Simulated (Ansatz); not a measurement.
The reference is ZrC in the rock salt structure (space group Fm-3m, No. 225; a = 4.6691 Å; relaxed with 0.1 eV smearing). Axes: x, y, z lie along the cube axes.

Calculations: plane-wave PAW DFT at the PBEsol level (Ansatz, a first-principles code, 420 eV), scalar-relativistic without spin-orbit coupling.

For the base:

```
Quantity    Value
--------  -------
Pressure  0.0 GPa
```

Modification: tensile biaxial strain of 2.08 % in the plane normal to [111], as in epitaxy on a mismatched substrate; the out-of-plane cell vector and the atoms relax.

Task: How does this affect the ratio −ε⊥/ε∥ and pressure?

Result: The ratio −ε⊥/ε∥ amounts to 0.59; the pressure (mean of the normal stresses, compression positive) goes from zero to -6.4 GPa.

No phonon test of stability was made. The final runs are not spin-polarised.
